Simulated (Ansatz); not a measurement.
The parent structure is ZnSnAs₂ in the chalcopyrite structure (space group I-42d, No. 122; a = 5.839 Å, c = 11.737 Å).

Calculations: PBEsol (Ansatz, a first-principles code), no spin-orbit coupling.

Strains are applied to the cell and any free atomic positions relax.

One change was made to it. Results:

The energy rises by 2.5 meV/atom; the pressure (mean of the normal stresses, compression positive) goes from zero to 1.4 GPa.

**Question.** Which of these changes matches the shifts?
A. isotropic strain −3.00 %
B. isotropic strain −2.25 %
C. isotropic strain −0.75 %
D. isotropic strain −1.50 %

**Answer.** C, isotropic strain −0.75 %. For comparison, the energy relative to the base in the other runs: isotropic strain −1.50 % gives +10 meV/atom; isotropic strain −3.00 % gives +43 meV/atom; isotropic strain −2.25 % gives +24 meV/atom.

A case with no gap was solved on a k-mesh chosen for an insulator, which is coarse for it. Stability against distortions was not tested. The final runs are not spin-polarised.
